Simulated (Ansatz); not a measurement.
Consider CdGeAs₂ in the chalcopyrite structure (space group I-42d, No. 122; a = 5.981 Å, c = 11.298 Å).

The values are results of r2SCAN (Ansatz, a quantum-chemistry and plane-wave program, PAW, no spin-orbit coupling), not measurements.

Carriers are added at fixed cell with a uniform background; the Fermi–Dirac width is that of 300 K.

One change was made to it. Results:

| quantity | base | after |
|---|---|---|
| Fermi level relative to the doped band's edge (positive inside the band; to 0.05 eV) | – | +1.40 eV |
| gap between the host's bands | 0.10 eV | zero |

### Question
Which of these changes matches the shifts?
(A) electrons 5.0×10^21 cm⁻³
(B) holes 3.0×10^21 cm⁻³
(C) holes 5.0×10^21 cm⁻³

### Answer
A, electrons 5.0×10^21 cm⁻³. For comparison, the Fermi level from band edge in the other runs: holes 5.0×10^21 cm⁻³ gives +0.60 eV; holes 3.0×10^21 cm⁻³ gives +0.55 eV.

Charged cell with a jellium background: band edges are those of the host's band count, energies are not comparable with the neutral cell, and many-body gap narrowing is missing. Whether these cells are dynamically stable was not tested. All final runs are without spin polarisation. Gaps under 0.05 eV, about the width of the smearing, are given as zero. A zero or small gap of CdGeAs2 can be the functional's error rather than a property of the material.
